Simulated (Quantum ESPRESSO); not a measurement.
Checking a run of Quantum ESPRESSO on TbMg (Pm-3m, 2 atoms in the cell). The aim is a self-consistent single point with DFT, LDA (PZ), plane waves, SSSP 1.1.2 efficiency (PBE) pseudopotentials.

Cell that was meant: a = 3.7863 Å, b = 3.7863 Å, c = 3.7863 Å, α = 90.00°, β = 90.00°, γ = 90.00°.

Part of the input:

```fortran
  occupations = 'smearing',
  smearing = 'fd',
  degauss = 0.0073499,
  input_dft = 'pz',
/
&electrons
  conv_thr = 1.0d-10,
```

Output (repeated stretches shortened):

```
     file Mg.pbe-n-kjpaw_psl.0.3.0.UPF: wavefunction(s)  3S renormalized

     Message from routine setup:
   [... lines left out ...]
        k(    1) = (   0.0416667   0.0416667   0.0416667), wk =   0.0092593
        k(    2) = (   0.0416667   0.0416667   0.1250000), wk =   0.0277778
        k(    3) = (   0.0416667   0.0416667   0.2083333), wk =   0.0277778
   [... 53 lines left out ...]

     Dense  grid:    49509 G-vectors     FFT dimensions: (  45,  45,  45)

     Smooth grid:    17461 G-vectors     FFT dimensions: (  36,  36,  36)

     Initial potential from superposition of free atoms

     starting charge      20.9947, renormalised to      21.0000
     Self-consistent Calculation

     iteration #  1     ecut=    50.00 Ry     beta= 0.40

     total energy              =    -738.94349800 Ry
     estimated scf accuracy    <       7.56064755 Ry

     iteration #  2     ecut=    50.00 Ry     beta= 0.40

     total energy              =    -745.75779569 Ry
     estimated scf accuracy    <      62.70887733 Ry

     iteration #  3     ecut=    50.00 Ry     beta= 0.40

     total energy              =    -745.47504076 Ry
     estimated scf accuracy    <      31.41692499 Ry

   [... 34 blocks of this kind left out ...]

     iteration # 38     ecut=    50.00 Ry     beta= 0.40

     total energy              =    -745.10468138 Ry
     estimated scf accuracy    <          1.2E-10 Ry

     iteration # 39     ecut=    50.00 Ry     beta= 0.40
     c_bands:  2 eigenvalues not converged
     c_bands:  2 eigenvalues not converged
     c_bands:  3 eigenvalues not converged
     End of self-consistent calculation

     the Fermi energy is     8.5126 ev

!    total energy              =    -745.10468138 Ry
     estimated scf accuracy    <          4.9E-11 Ry
     smearing contrib. (-TS)   =      -0.06241537 Ry
     internal energy E=F+TS    =    -745.04226601 Ry

     convergence has been achieved in  39 iterations

     Forces acting on atoms (cartesian axes, Ry/au):

     atom    1 type  1   force =     0.00000000    0.00000000    0.00000000
     atom    2 type  2   force =     0.00000000    0.00000000    0.00000000

     Total force =     0.000000     Total SCF correction =     0.000000

          total   stress  (Ry/bohr**3)                   (kbar)     P=      -14.40
  -0.00009792   0.00000000   0.00000000          -14.40        0.00        0.00
   0.00000000  -0.00009792   0.00000000            0.00      -14.40        0.00
   0.00000000   0.00000000  -0.00009792            0.00        0.00      -14.40

   JOB DONE.
```

Task: Is this run sound? If not, what is wrong?

Result: The run is not sound. The fault is no spin polarisation for a cell with magnetic atoms. A run without spin cannot form moments, so any exchange energy of the magnetic state is missed. To fix it, switch spin polarisation on and give starting moments. The run converged in 39 iterations without an error; against the sound input the free energy rises by 2.28 eV/atom, the pressure goes from -2.25 to -1.44 GPa and the net moment of 3.04 μB/atom is absent without spin.

An input that runs soundly differs in these lines (not the only fix; some lines may just follow from the change or write a value another way):
```diff
+  nspin = 2,
+  starting_magnetization(1) = 0.316,
```

With that input, the run converged in 35 iterations: free energy E − TS -10142.2198 eV; Fermi level (on the code's own zero) 8.63 eV; pressure -2.25 GPa; size of the cell's spin moment 6.07 μB; site moments (μB, in the program's spheres or projections) Tb 5.90, Mg 0.01 (DFT, LDA (PZ), plane waves, SSSP 1.1.2 efficiency (PBE) pseudopotentials).

On the sound input: the starting cell comes from a database of computed structures (which also holds hypothetical and non-ambient phases and stackings), without a prior relaxation at this level. Its lattice was rescaled by a random factor within 2.5 % of one. Spin-orbit coupling is off. With one magnetic atom in the cell only a parallel order is possible. With U or open f shells several self-consistent states can exist. The f electrons are in the valence without U or exact exchange, which can misplace them near the Fermi level. Spin-orbit terms, which matter for f shells, are left out.
